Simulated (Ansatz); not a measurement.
hcp Tm, treated with LDA in Ansatz (plane waves, PAW).

The input as run:

Ansatz 0.2 input:
```yaml
crystal:
  lattice:
    - [1.7108540382, -2.9632861185, 0.0]
    - [1.7108540382, 2.9632861185, 0.0]
    - [0.0, 0.0, 5.6205145525]
  atoms:
    - { symbol: Tm, position: [0.3333333333, 0.6666666667, 0.25], spin: 2.0 }
    - { symbol: Tm, position: [0.6666666667, 0.3333333333, 0.75], spin: 2.0 }
basis:
  ecutwfc: 520
  ecutrho_ratio: 4
  xc_grid: 2
kpoints:
  mp_grid: { grid: [18, 18, 10] }
hamiltonian:
  xc: lda
  dispersion: none
  pseudopotentials: { kind: paw }
scf:
  occupations: { method: fermi_dirac, width: 0.05 }
  convergence: { dr2_threshold: 0.0000000002 }
output:
  forces: true
  stress: true
  eigenvalues: true
magnetization:
  spin_polarized: true
```

Excerpt of the program's output:

```
WARN where this run starts from atoms, the 4f shell of Tm (site 0, from 0) starts with a moment of 1.50 μB, by Hund's first rule and in the place of the 2.00 …
WARN where this run starts from atoms, the 4f shell of Tm (site 1, from 0) starts with a moment of 1.50 μB, by Hund's first rule and in the place of the 2.00 …
Crystal: 2 atoms, lattice volume = 56.989 Å³
Basis set: ecut = 520 eV, 1521 PW (Γ), exchange–correlation on 54×54×90 points (8 copies of the dense FFT grid, shifted against one another)
Bands: 30, of which v1, the nominal top of the filled ones, is band 23 counted from 1 (22 counted from 0)
Symmetry: 24 space group operations
Space group: P63/mmc (ITA 194), of the structure as read, at distance tolerance 3.8e-5 Å
k-points: 222 of 3240
Initial density: superposition of atomic densities (chi_scale 0.1, normalization cell)
Functional: x = slater, c = lda
spin=Collinear: Kerker preconditioning applied to the charge; magnetization (m = ρ↑ − ρ↓) channel mixes plain (no charge-response kernel on spin).
SCF 1 converged in 25 iterations: F = -25364.531483 eV  dr2 = 1.50e-11
SCF converged after 25 iterations
Magnetization: 2.2374 μB (24.1187 up, 21.8813 down)
Free energy (F): -25364.531483 eV
Internal energy: -25364.311649 eV  (E = F + TS)
E sigma→0 (E₀):  -25364.421566 eV
Fermi energy:    12.952611 eV
--- Forces (eV/Å), atoms counted from 1 ---
  atom   1  Tm     0.00000000     0.00000000    -0.00000000
  atom   2  Tm    -0.00000000    -0.00000000     0.00000000
--- Stress (GPa, compression-positive) ---
        0.006570       0.000000      -0.000000
        0.000000       0.006570       0.000000
       -0.000000       0.000000       0.001547
  P = ⅓ Tr σ = 0.0049 GPa (0.049 kbar)
```

The PAW data were made under PBE.

The run is spin-polarised with parallel starting moments, which need not be the measured order.

Note: the 4f shell is treated without U or exact exchange, so its levels and filling can be wrong.

Ansatz is a first-principles code.
